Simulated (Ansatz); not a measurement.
Functionals compared on OH on the 1x1 (10-10) surface of wurtzite GaN (cut with top plane Ga + N), one in a 2x1 cell, started at the site 'hollow Ga-Ga-N-N', in Ansatz (plane waves, PAW). The structure was relaxed with PBE; the other rows are single points on it, each with its references at the same level. Cutoff 420 eV (500 eV for r2SCAN). The points keep PBE's geometry, so the relaxation of a polaron and the settling of charge on one site are left out.

Host crystal: wurtzite GaN, with a band gap (PBE, scalar-relativistic without spin-orbit coupling).

Model: 34-atom slab, 9.3 Å thick at the start under the adsorbate (thin: gaps and levels are the slab's own), 3x4x1 mesh, Fermi-Dirac 0.01 eV, dipole correction, 16 atoms held, the rest relaxed; no symmetry held; spin-polarised, ending with about 1.0 μB a cell; orders that need a larger cell were not tried, no spin-orbit, no U, no dispersion correction. At the end it is bonded to Ga. In PBE it is, or lies within 0.03 eV of, the lowest of the starts that converged. These notes are the PBE run's. r2SCAN: The program's check for a lower electronic state was not made. Adsorption energies are against H2O(g) − ½ H2(g). A negative adsorption energy means that the adsorbate is more stable on the surface than in its reference.

```tsv
functional	adsorption energy (eV)	magnetic moment of the cell (μB)	rough cost of the single point
PBE	0.44	1.00	–
RPBE	(withheld)	1.00	around 6 core-minutes (rough)
r2SCAN	0.10	1.00	about 10 core-minutes (a rough figure)
```

Task: What belongs in the gaps?

Result: 
- RPBE, adsorption energy (eV): 0.47

Ansatz is a first-principles code.
